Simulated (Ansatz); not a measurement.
The parent structure is PbS in the rock salt structure (space group Fm-3m, No. 225; a = 6.009 Å).

All numbers come from PBE (Ansatz, a quantum-chemistry and plane-wave program, PAW, no SOC).

Strains are applied to the cell and any free atomic positions relax.

One change was made to it. Results:

The energy rises by 1.0 meV/atom; the valley order (the lowest conduction-band minima on the path, energy above the VBM, named in the base's zone) goes from L along ⟨111⟩ 0.49 eV; a point along ⟨110⟩, about 0.6 Å⁻¹ from Γ 1.36 eV to L along ⟨111⟩ 0.54 eV; a point along ⟨110⟩, about 0.6 Å⁻¹ from Γ 1.39 eV; the pressure goes from zero to -0.77 GPa.

Question: What was done to the base?
(A) isotropic strain −1.50 %
(B) isotropic strain −2.00 %
(C) isotropic strain +0.50 %
(D) isotropic strain +1.50 %

Answer: C, isotropic strain +0.50 %. For comparison, the valley order in the other runs: isotropic strain −2.00 % gives L along ⟨111⟩ 0.27 eV; a point along ⟨110⟩, about 0.7 Å⁻¹ from Γ 1.21 eV; isotropic strain −1.50 % gives L along ⟨111⟩ 0.33 eV; a point along ⟨110⟩, about 0.7 Å⁻¹ from Γ 1.25 eV; isotropic strain +1.50 % gives L along ⟨111⟩ 0.63 eV; a point along ⟨110⟩, about 0.6 Å⁻¹ from Γ 1.45 eV.

With Pb present, leaving out spin-orbit coupling can change the band edges. The levels and masses belong to the bands next to the band gap. Whether these cells are dynamically stable was not tested.
